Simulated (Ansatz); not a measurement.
Antifluorite Be₂C, treated with B3LYP (VWN-RPA form) (PAW; Ansatz, a program for electronic structure).

Input file:

Ansatz 0.2 input:
```yaml
crystal:
  lattice:
    - [0.0, 2.1768635838, 2.1768635838]
    - [2.1768635838, 0.0, 2.1768635838]
    - [2.1768635838, 2.1768635838, 0.0]
  atoms:
    - { symbol: Be, position: [0.25, 0.25, 0.25] }
    - { symbol: Be, position: [0.75, 0.75, 0.75] }
    - { symbol: C, position: [0.0, 0.0, 0.0] }
basis:
  ecutwfc: 460
  ecutrho_ratio: 4
  xc_grid: 2
kpoints:
  mp_grid: { grid: [10, 10, 10] }
hamiltonian:
  xc: b3lyp
  dispersion: none
  pseudopotentials: { kind: paw }
scf:
  occupations: { method: fermi_dirac, width: 0.01 }
  convergence: { dr2_threshold: 0.0000000003 }
output:
  forces: true
  stress: true
  eigenvalues: true
```

### Question
How many irreducible k-points, plane waves at Γ does the program set up, and what pressure does the run end with?

### Answer
47 irreducible k-points, 459 plane waves at Γ; P = -4.92 GPa, so the cell is stretched on average and its volume would shrink at this level.

The run printed, among other lines:

```
WARN output.stress: scf.exx.energy_threshold = 1e-6 eV is looser than the 3e-8 eV advised for a stress under a hybrid functional (1e-8 eV for each atom of the …
Crystal: 3 atoms, lattice volume = 20.631 Å³
Basis set: ecut = 460 eV, 459 PW (Γ), exchange–correlation on 48×48×48 points (8 copies of the dense FFT grid, shifted against one another)
Bands: 8, of which v1, the nominal top of the filled ones, is band 4 counted from 1 (3 counted from 0)
Symmetry: 48 space group operations
Space group: Fm-3m (ITA 225), of the structure as read, at distance tolerance 2.7e-5 Å
k-points: 47 of 1000
Functional: x = 0.1 slater + 0.9 b88, c = 0.19 vwn_rpa + 0.81 lyp, warm-up for x = 0.08 slater + 0.72 b88 + 0.2 exact, c = 0.19 vwn_rpa + 0.81 lyp
SCF iter   1: F=—  HF=-439.207748 eV  |F-HF|=—  |Δ(HF+E_count)|=         —  Δρ=1.89e-2  dr2=8.09e-2
SCF iter   2: F=—  HF=-439.184234 eV  |F-HF|=—  |Δ(HF+E_count)|=   2.35e-2  Δρ=4.51e-3  dr2=4.36e-3
  ...
Crystal: 3 atoms, lattice volume = 20.631 Å³
Initial density: handed on by an earlier stage of this run
Functional: x = 0.08 slater + 0.72 b88 + 0.2 exact, c = 0.19 vwn_rpa + 0.81 lyp
Crystal: 3 atoms, lattice volume = 20.631 Å³
SCF iter   4: F=—  HF=-439.855463 eV  |F-HF|=—  |Δ(HF+E_count)|=   3.35e-9  Δρ=1.14e-6  dr2=3.33e-10
SCF iter   5: F=-439.855463 eV  HF=-439.855463 eV  |F-HF|=1.19e-12  |Δ(HF+E_count)|=  1.14e-10  Δρ=8.93e-8  dr2=4.20e-12
SCF 3 converged in 5 iterations: F = -439.855463 eV  dr2 = 4.20e-12
Free energy (F): -439.855463 eV
Internal energy: -439.855463 eV  (E = F + TS)
E sigma→0 (E₀):  -439.855463 eV
Fermi energy:    10.287156 eV
--- Stress (GPa, compression-positive) ---
       -4.916089       0.000000       0.000000
        0.000000      -4.916089      -0.000000
       -0.000000      -0.000000      -4.916089
  P = ⅓ Tr σ = -4.9161 GPa (-49.161 kbar)
```

The cell is one volume of an energy–volume scan, off the minimum.

The PAW data were made under PBE.
